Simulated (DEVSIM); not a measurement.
Structure: illuminated GaAs p-on-n cell, one wavelength, at 300 K.

```tsv
layer (left to right)	material	thickness (μm)	Nd (cm⁻³)	Na (cm⁻³)	τn (s)	τp (s)	absorption coefficient (cm⁻¹)
1	GaAs	0.280	-	9.9e17	5.9e-10	1.4e-10	25000
2	GaAs	1.10	8.2e16	-	1.1e-9	1.1e-9	25000
```

Left contact: ohmic, minority electron recombination velocity 20 cm/s. Right contact: ohmic, minority hole recombination velocity 30 cm/s. Voltage is applied to the left contact. Recombination: SRH at mid-gap, radiative, Auger. Light enters at the left, 2.1e17 photons cm⁻² s⁻¹, one pass, no reflection. Mobility is constant in doping.

The device is made up for the run: typed textbook-type constants, with dimensions and the other settings drawn at random. Values at 300 K.

```tsv
parameter	GaAs
gap (eV)	1.424
affinity (eV)	4.07
permittivity	12.9
Nc (cm⁻³)	4.7e17
Nv (cm⁻³)	9e18
μn (cm²/Vs)	8500
μp (cm²/Vs)	400
B (cm³/s)	2e-10
Cn (cm⁶/s)	1e-30
Cp (cm⁶/s)	1e-30
```

Model (solved in DEVSIM): 1D drift-diffusion, Boltzmann statistics, complete ionisation; no tunnelling, impact ionisation, image-force lowering or self-heating.

The photon flux was swept, all else fixed.

```csv
photon flux (cm^-2 s^-1),largest power (mW/cm²),short-circuit current (mA/cm²),open-circuit voltage (V),fill factor
6.3e15,0.567,0.928,0.793,0.77
2.1e16,2.06,3.09,0.849,0.78
6.3e16,6.62,9.28,0.899,0.79
2.1e17,23.7,30.9,0.948,0.81
6.3e17,75.4,92.8,0.990,0.82
2.1e18,267,309,1.030,0.84
6.3e18,838,928,1.065,0.85
```

From the first row to the last the largest power goes from 0.567 to 838. From the first row to the last the short-circuit current goes from 0.928 to 928.
